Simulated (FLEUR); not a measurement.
Worked example: self-consistent single point of CoAl (P1, 2 atoms in the cell) in FLEUR.

Method of the run: PBEsol, all-electron FLAPW (FLEUR), scalar-relativistic valence.

```
CELL_PARAMETERS angstrom
      2.86000     0.00000     0.00000
      0.00000     2.86000     0.00000
      0.00000     0.00000     2.86000
ATOMIC_POSITIONS crystal
  Al 0.49913 0.50152 0.49022
  Co 0.00087 0.99848 0.00978
```

Reference input (self-consistent single point, DFT, PBE, all-electron FLAPW (FLEUR), scalar-relativistic valence): Kmax = 4 1/bohr; GmaxXC = 16 1/bohr; xcFunctional = pbe; jspins = 1; l_soc = F; mode = gauss; fermiSmearingEnergy = 0.00499791 Htr; mesh (inpgen div1-3) = 8 8 8; inpgen gamma flag = true; Gmax = 16 1/bohr; numbands = 0; maxIterBroyd = 15. This run's input differs from it in these lines:

```diff
@@ -14,2 +14,3 @@
 &comp jspins=1 /
+&exco xctyp='PBEs' /
 &kpt div1=8 div2=8 div3=8 gamma=t /
@@ -26,3 +27,3 @@
       <coreElectrons ctail="T" frcor="F" kcrel="0" coretail_lmax="0"/>
-      <xcFunctional name="pbe" relativisticCorrections="F"/>
+      <xcFunctional name="PBEs" relativisticCorrections="F"/>
       <magnetism jspins="1"/>
```

The program printed (abridged):

```
 Iteration:     1   Distance:      16.82315798 me/bohr^3
 Iteration:     2   Distance:      13.80715619 me/bohr^3
 Iteration:     3   Distance:      12.70567279 me/bohr^3
 Iteration:     4   Distance:       4.91368905 me/bohr^3
 Iteration:     5   Distance:       4.02289190 me/bohr^3
   [... 7 lines left out ...]
 Iteration:    13   Distance:       0.00024860 me/bohr^3
 Iteration:    14   Distance:       0.00015403 me/bohr^3
 Iteration:    15   Distance:       0.00001030 me/bohr^3
 Iteration:    16   Distance:       0.00000930 me/bohr^3
 Reset of history
 Run finished successfully
 Stop message:
   Structural relaxation: new displacements generated

[file out, last iteration]
             iter=     17
[...]
          total density-effective poten   -2.5836701291E+03
          total charge density-energy d   -7.6683420458E+01
 Updated energy parameters for spin:           1
[...]
 fermi energy and band-weighting factors:

[...]
FERMIE:
          first approx. to ef    (T=0)  :   0.375658 htr   (energy of the highest occ. eigenvalue)
          number of occ. states  (T=0)  :       2341
          first approx. to seigv (T=0)  :  -7.319562 htr
          sum of weights of occ. states :   9.000000
          sum of semicore charge        :   0.000000 e
          fermi energy=   0.37429 har   work function= -10.18489 ev
          number of valence electrons=  18.00001
   [... lines left out ...]
     k-point=  214
     k-point=  215
     k-point=  216
     k-point=  217
     k-point=  218
     k-point=  219
     k-point=  220
     k-point=  221
     k-point=  222
     k-point=  223
     k-point=  224
     k-point=  225
     k-point=  226
     k-point=  227
     k-point=  228
     k-point=  229
     k-point=  230
     k-point=  231
     k-point=  232
     k-point=  233
     k-point=  234
     k-point=  235
     k-point=  236
     k-point=
```

The run converged in 16 iterations. FLEUR gives forces in its relaxation mode, with a further iteration, so its stop message speaks of a relaxation. Against the reference run the largest force goes from 0.413 to 0.402 eV/Å.

The starting cell has typed, rounded lattice constants, without a prior relaxation at this level. Its atoms were displaced at random from the sites of space group no. 221. Spin polarisation is off. Values depend on the basis (sphere radii, cutoffs, local orbitals), which need not be converged.

Cost on one core of a shared machine: roughly 6 min.
